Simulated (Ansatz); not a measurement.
# What isotropic strain +2.22 % does to hypothetical fluorite MoS2

Base system: MoS₂ in the fluorite structure (space group Fm-3m, No. 225; a = 5.845 Å; ferromagnetic; a hypothetical phase, not in the database extracts checked; relaxed with 0.1 eV smearing).

Perturbation: the cell is scaled by 1.0222 in all directions, atoms relaxed at fixed cell.

The values are results of Ansatz (a quantum-chemistry and plane-wave program) PBEsol, spin-orbit coupling left out, not measurements. Settings: 17×17×17 k-points, 0.1 eV Fermi–Dirac smearing.

```csv
quantity,base,changed,shift
space group,Fm-3m (No. 225),Fm-3m (No. 225),–
energy relative to the base (free energy F),0 meV/atom,+27 meV/atom,+27 meV/atom
pressure,0.0 GPa,-7.2 GPa,-7.2 GPa
band gap,zero,zero,–
magnetic state,ferromagnetic,ferromagnetic,–
largest site moment,1.08 μB,1.31 μB,+0.23 μB
```

The magnetic state is the one reached from the starting moments; the real material's order can differ, and small cells can't hold many antiferromagnetic ones. Stability against distortions was not tested.
